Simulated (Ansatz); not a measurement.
Start from SnSe2 in the CdI2 type structure (space group P-3m1, No. 164; layered, stacked along the Cartesian z axis).

```
SnSe2
1.0
    3.82584     0.00000     0.00000
   -1.91292     3.31327     0.00000
    0.00000     0.00000     6.23092
Sn Se
1 2
Direct
  0.00000   0.00000   0.00000
  0.33333   0.66667   0.25294
  0.66667   0.33333   0.74706
```

Calculations: Ansatz (a first-principles code) r2SCAN+rVV10, spin-orbit coupling left out.

Free-standing slabs (3 atom(s) a layer) normal to the stacking axis with 15 Å of vacuum; in-plane cell relaxed.

One change was made to it. Results:

| quantity | base | after |
|---|---|---|
| excess energy per area of both faces (slab less bulk energy over the cell's area: twice a surface energy) | – | 0.27 J/m² |
| band gap | 0.94 eV | 1.10 eV |
| smallest direct gap | 1.49 eV | 1.45 eV |
| gap character | – | indirect, Γ–M (25 % along) → M |

Problem. Which change produced these results?
(A) 1 layer
(B) 3 layers
(C) 2 layers

Solution. A, 1 layer. For comparison, the band gap in the other runs: 2 layers gives 1.00 eV; 3 layers gives 0.99 eV.

Slab and bulk use different k-meshes, which limits the precision of the excess energy. Stability against distortions was not tested.
